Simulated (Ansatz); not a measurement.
The parent structure is Ba₃SiO in the anti-perovskite structure (space group Pm-3m, No. 221; a = 5.2898 Å; a cell from a computed database, its experimental status unchecked).

All numbers come from PBEsol (Ansatz, an electronic-structure program), scalar-relativistic without spin-orbit coupling.

One change was made to it. Results:

| quantity | base | after |
|---|---|---|
| density | 5.12 g/cm³ | 5.44 g/cm³ |
| shortest interatomic distance | 2.645 Å | 2.592 Å |

### Question
What was done to the base?
A. pressure 0.3 GPa
B. pressure 3 GPa
C. pressure 10 GPa
D. pressure −1 GPa
E. pressure 1.5 GPa

### Answer
B, pressure 3 GPa. For comparison, the density in the other runs: pressure −1 GPa gives 4.99 g/cm³; pressure 1.5 GPa gives 5.28 g/cm³; pressure 10 GPa gives 6.02 g/cm³; pressure 0.3 GPa gives 5.15 g/cm³.

Load acts through the strain it causes; cell and atoms are relaxed under it. No phonon test of stability was made. No other phases were tried under pressure. The final runs are not spin-polarised.
